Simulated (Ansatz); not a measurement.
System: LiH (model structure, within 0.1 Å of P6₃/mmc, No. 194, 4 atoms in the cell). Method: PBE in Ansatz (PAW).

Run with plane-wave cutoff 520 eV, 12×12×8 k mesh (along the axes of the cell as run), Fermi–Dirac smearing 0.01 eV, scalar-relativistic PAW data made under PBE.

The cell is the one relaxed with PBEsol. Conventional cell: a = 3.2333 Å, b = 3.2333 Å, c = 4.0437 Å, α = 90.00°, β = 90.00°, γ = 120.00°.

```
LiH
1.0
    3.23329     0.00000     0.00000
   -1.61664     2.80011     0.00000
    0.00000     0.00000     4.04368
Li H
2 2
Direct
  0.66667   0.33333   0.06248
  0.33333   0.66667   0.56248
  0.66667   0.33333   0.56272
  0.33333   0.66667   0.06272
```

List the 3 lowest band energies at Γ above −25 eV (eV, relative to the valence band maximum), grouping those that round alike.

At Γ: -5.31, 0.00, 3.06.

Note: cell and atoms aren't relaxed at this level (pressure 0.6 GPa).

A model structure was made by putting elements into a prototype or built by hand; it is no filed structure, need not be a known phase, and can be a saddle point held by its symmetry.

Ansatz is an electronic-structure program.
